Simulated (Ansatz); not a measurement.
Fluorite PbF₂ (high-temperature phase) was calculated with PBE0 (PAW; Ansatz, an electronic-structure program).

Numerical settings: plane-wave cutoff 520 eV, 6×6×6 k mesh, scalar-relativistic PAW data made under PBE.

Computed at the level's own relaxed cell.

Hill averages of the elastic tensor: K = 72.0 GPa, G = 24.9 GPa. Volume 17.543 Å³/atom, mean atomic mass 81.732 u.

Task: Work out the density, the sound velocities of a polycrystal and the elastic Debye temperature at this level.

Result: ρ = 1.66054 × 81.732/17.543 = 7.736 g/cm³. v_l = √[(K + 4G/3)/ρ] = 3.688 km/s and v_t = √(G/ρ) = 1.794 km/s. The mean follows from 3/v_m³ = 1/v_l³ + 2/v_t³: v_m = 2.016 km/s. Θ_D = (ħ/k_B) v_m (6π²/V)^(1/3) = 76.38 K Å s/km × 2.016 × 1.5001 Å⁻¹ = 231 K, counting all atoms of the cell.
